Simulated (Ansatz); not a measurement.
Start from Rb in the bcc (W type) structure (space group Im-3m, No. 229; a = 5.675 Å; relaxed with 0.1 eV smearing).

All numbers come from PBE (Ansatz, an electronic-structure program; PAW; 420 eV plane waves; scalar-relativistic without spin-orbit coupling).

Base values:

The pressure is 0.0 GPa.

One thing is altered: an isotropic linear strain of +3.00 %; the atoms relax in the strained cell.

**Question.** What does the calculation give for the energy relative to the base after the change?

**Answer.** The energy goes up by 6.0 meV/atom.

**Question.** Predict the new pressure.

**Answer.** The pressure goes from zero to -0.2 GPa.

Whether these cells are dynamically stable was not tested. The final runs are not spin-polarised.
